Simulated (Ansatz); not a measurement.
The cell is made up: elements placed on another compound's structure type, so the phase may be hypothetical.

Tunnelling through a barrier is set by its complex band structure: the current falls as exp(−2κd) with the smallest κ.

Consider the following.

```
CELL_PARAMETERS angstrom
      9.92236     0.00000     0.00000
     -4.96118     8.59302     0.00000
      4.96118     2.86434     4.05079
ATOMIC_POSITIONS crystal
  Ga 0.75000 0.00000 0.75000
  Ga 0.25000 0.75000 0.75000
  Ga 0.75000 0.25000 0.25000
  Ga 0.25000 0.00000 0.25000
  Ga 0.50000 0.50000 0.25000
  Ga 0.50000 0.50000 0.75000
  As 0.25000 0.50000 0.75000
  As 0.75000 0.75000 0.75000
  As 0.25000 0.25000 0.25000
  As 0.75000 0.50000 0.25000
  As 0.50000 0.00000 0.25000
  As 0.50000 0.00000 0.75000
```

Space group of this cell: Pm-3n. The cell was relaxed by PBE-D3(BJ); by r2SCAN its mean pressure is -0.6 GPa.

Transport runs along the normal of the first two printed cell vectors.

No gap correction and no spin-orbit coupling; mid-gap values are interpolated between computed energies.

Question: Give the band gap and the smallest decay constant κ at mid-gap that Ansatz (a program for electronic structure) with r2SCAN yields.

Answer: Gap 0.69 eV on a 8×8×8 mesh; κ = 0.043 1/Å, at the zone centre.
